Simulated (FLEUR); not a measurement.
Worked example: self-consistent single point of CuRu3 (I4/mmm, 4 atoms in the cell) in FLEUR.

Method: LDA (Perdew-Zunger), all-electron FLAPW (FLEUR), scalar-relativistic valence in FLEUR.

```
CELL_PARAMETERS angstrom
     -1.86921     1.86921     3.94628
      1.86921    -1.86921     3.94628
      1.86921     1.86921    -3.94628
ATOMIC_POSITIONS crystal
  Cu 0.00000 0.00000 0.00000
  Ru 0.75000 0.25000 0.50000
  Ru 0.25000 0.75000 0.50000
  Ru 0.50000 0.50000 0.00000
```

Reference input (self-consistent single point, DFT, PBEsol, all-electron FLAPW (FLEUR), scalar-relativistic valence): Kmax = 4.4 1/bohr; GmaxXC = 17.6 1/bohr; xcFunctional = PBEs; jspins = 1; l_soc = F; mode = gauss; fermiSmearingEnergy = 0.00367493 Htr; mesh (inpgen div1-3) = 8 8 8; inpgen gamma flag = true; Gmax = 17.6 1/bohr; numbands = 0; maxIterBroyd = 99. This run's input differs from it in these lines:

```diff
@@ -16,3 +16,3 @@
 &comp jspins=1 /
-&exco xctyp='PBEs' /
+&exco xctyp='pz' /
 &kpt div1=8 div2=8 div3=8 gamma=t /
@@ -29,3 +29,3 @@
       <coreElectrons ctail="T" frcor="F" kcrel="0" coretail_lmax="0"/>
-      <xcFunctional name="PBEs" relativisticCorrections="F"/>
+      <xcFunctional name="pz" relativisticCorrections="F"/>
       <magnetism jspins="1"/>
```

Output, abridged:

```
 Iteration:     1   Distance:      45.26423193 me/bohr^3
 Iteration:     2   Distance:      18.97125951 me/bohr^3
 Iteration:     3   Distance:      14.91850067 me/bohr^3
 Iteration:     4   Distance:       8.96018547 me/bohr^3
 Iteration:     5   Distance:       5.17786142 me/bohr^3
   [... 12 lines left out ...]
 Iteration:    18   Distance:       0.00021333 me/bohr^3
 Iteration:    19   Distance:       0.00006840 me/bohr^3
 Iteration:    20   Distance:       0.00003528 me/bohr^3
 Iteration:    21   Distance:       0.00000760 me/bohr^3
 Run finished successfully
 Stop message:
   Structural relaxation: Done

[file out, last iteration]
             iter=     22
[...]
          total density-effective poten   -2.4825069601E+04
          total charge density-energy d   -4.5301874974E+02
 Updated energy parameters for spin:           1
[...]
 fermi energy and band-weighting factors:
    1.028204

[...]
FERMIE:
          first approx. to ef    (T=0)  :   0.508406 htr   (energy of the highest occ. eigenvalue)
          number of occ. states  (T=0)  :       1551
          first approx. to seigv (T=0)  :  -4.958954 htr
          sum of weights of occ. states :  26.513672
          sum of semicore charge        :   0.000000 e
          fermi energy=   0.50869 har   work function= -13.84220 ev
          number of valence electrons=  53.00000
   [... lines left out ...]
          total moment                 =     0.00000
 Direct bandgap for spin            1 :    3.1871795839724104E-003  Htr
 ---->    free energy=                    -15234.7424440121 htr
   [... lines left out ...]
 TOTAL FORCE FOR ATOM TYPE=  1  X=  0.000   Y=  0.000   Z=  0.000
                       FX_TOT= 0.000000 FY_TOT= 0.000000 FZ_TOT= 0.000000
 TOTAL FORCE FOR ATOM TYPE=  2  X=  3.532   Y=  0.000   Z= -3.729
                       FX_TOT= 0.000000 FY_TOT= 0.000000 FZ_TOT= 0.000000
 TOTAL FORCE FOR ATOM TYPE=  3  X=  0.000   Y=  0.000   Z=  7.457
                       FX_TOT= 0.000000 FY_TOT= 0.000000 FZ_TOT= 0.000000
 Structural relaxation: Done
```

The run converged in 21 iterations. FLEUR gives forces in its relaxation mode, with a further iteration, so its stop message speaks of a relaxation. 

The starting cell comes from a database of computed structures (which also holds hypothetical and non-ambient phases and stackings), without a prior relaxation at this level. Its lattice was rescaled by a random factor within 2.5 % of one. Spin polarisation is off. Values depend on the basis (sphere radii, cutoffs, local orbitals), which need not be converged. The log's line on a gap gives a spacing of levels on this mesh, which the program prints for metals too.

These are the values that this program gave, and no reference: the default basis lacks the next d shell.

Cost on one core of a shared machine: roughly 3 min.
